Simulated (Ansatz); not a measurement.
An Ansatz (a first-principles code) input for (SrTe)14/(PbTe)2 rock salt (001) superlattice on PbTe:

Ansatz 0.2 input:
```yaml
crystal:
  lattice:
    - [4.645287979, 0.0, 0.0]
    - [0.0, 4.645287979, 0.0]
    - [0.0, 0.0, 53.951218359]
  atoms:
    - { symbol: Sr, position: [0.0, 0.0, 0.000690294] }
    - { symbol: Te, position: [0.5, 0.5, 0.00079875] }
    - { symbol: Sr, position: [0.5, 0.5, 0.063642069] }
    - { symbol: Te, position: [0.0, 0.0, 0.063553067] }
    - { symbol: Sr, position: [0.0, 0.0, 0.126221345] }
    - { symbol: Te, position: [0.5, 0.5, 0.126254106] }
    - { symbol: Sr, position: [0.5, 0.5, 0.188916658] }
    - { symbol: Te, position: [0.0, 0.0, 0.188906423] }
    - { symbol: Sr, position: [0.0, 0.0, 0.25158089] }
    - { symbol: Te, position: [0.5, 0.5, 0.251586034] }
    - { symbol: Sr, position: [0.5, 0.5, 0.314261459] }
    - { symbol: Te, position: [0.0, 0.0, 0.314260191] }
    - { symbol: Sr, position: [0.0, 0.0, 0.37694053] }
    - { symbol: Te, position: [0.5, 0.5, 0.376941556] }
    - { symbol: Sr, position: [0.5, 0.5, 0.43962317] }
    - { symbol: Te, position: [0.0, 0.0, 0.439622144] }
    - { symbol: Sr, position: [0.0, 0.0, 0.502302241] }
    - { symbol: Te, position: [0.5, 0.5, 0.502303509] }
    - { symbol: Sr, position: [0.5, 0.5, 0.56498281] }
    - { symbol: Te, position: [0.0, 0.0, 0.564977666] }
    - { symbol: Sr, position: [0.0, 0.0, 0.627647042] }
    - { symbol: Te, position: [0.5, 0.5, 0.627657277] }
    - { symbol: Sr, position: [0.5, 0.5, 0.690342355] }
    - { symbol: Te, position: [0.0, 0.0, 0.690309594] }
    - { symbol: Sr, position: [0.0, 0.0, 0.752921631] }
    - { symbol: Te, position: [0.5, 0.5, 0.753010633] }
    - { symbol: Sr, position: [0.5, 0.5, 0.815873406] }
    - { symbol: Te, position: [0.0, 0.0, 0.81576495] }
    - { symbol: Pb, position: [0.0, 0.0, 0.877643758] }
    - { symbol: Te, position: [0.5, 0.5, 0.878112906] }
    - { symbol: Pb, position: [0.5, 0.5, 0.938919942] }
    - { symbol: Te, position: [0.0, 0.0, 0.938450794] }
basis:
  ecutwfc: 500
  ecutrho_ratio: 4
  xc_grid: 4
kpoints:
  mp_grid: { grid: [7, 7, 1] }
hamiltonian:
  xc: r2scan
  dispersion: none
  pseudopotentials: { kind: paw }
scf:
  n_extra_bands: 28
  occupations: { method: fermi_dirac, width: 0.01 }
  convergence: { dr2_threshold: 0.000000001 }
output:
  eigenstates:
    kpoints:
      - [0, 0, 0]
      - [0, 0, 0.5]
      - [0.5, 0.5, 0]
      - [0.5, 0, 0]
      - [0, 0.5, 0]
    e_range: [-4, 6]
    localisation: true
  eigenvalues: true
```

Computed with r2SCAN (plane waves to 500 eV, PAW; Ansatz). No spin–orbit coupling. Its k-point mesh 7×7×1, Fermi–Dirac width 0.01 eV.

### Question
Write the closing report of this run, without the band table and long remarks, to eight decimals at most.

### Answer
```
SCF converged after 10 iterations
Free energy (F): -185589.409132 eV
Harris-Foulkes:  -185589.409132 eV  (|F-HF|=5.82e-11)
Internal energy: -185589.409132 eV  (E = F + TS)
E sigma→0 (E₀):  -185589.409132 eV
Fermi energy:    7.809375 eV
--- Per-component energies (eV) ---
  E_band       = -6157.821725
  E_kinetic    = 6909.051215
  E_local      = -36648.787952  (includes V_loc(G=0)·N_el)
  E_nonlocal   = -1439.123733
  E_hartree    = 18443.722117
  E_xc         = -4565.872112
  E_vxc        = -4580.318093  (∫ρ·V_xc dr)
  E_paw        = -133876.386763  (= ΣΔE_a)
  E_vpaw       = -7545.638344  (= ΣTr[D̂ρ^β])
  E_aug_tail   = -0.000582  (compensation charges beyond the density's cutoff)
  E_vtau       = 259.550686  (kinetic-family band-sum trace: ∫τ·v_τ [+ j·A + Jᵃ·Aᵃ] dr)
  E_ewald      = -34416.455503
  E_core_change = 4.444181  (= ΣΔE_core)
  E_smearing   = 0.000000  (= −TS)
  E_closure    = 0.000000  (closes the sum)
  Σ components = -185589.409132   (vs F -185589.409132, Δ=0.00e0)
```

Cost: about 15 core-minutes (a rough figure).
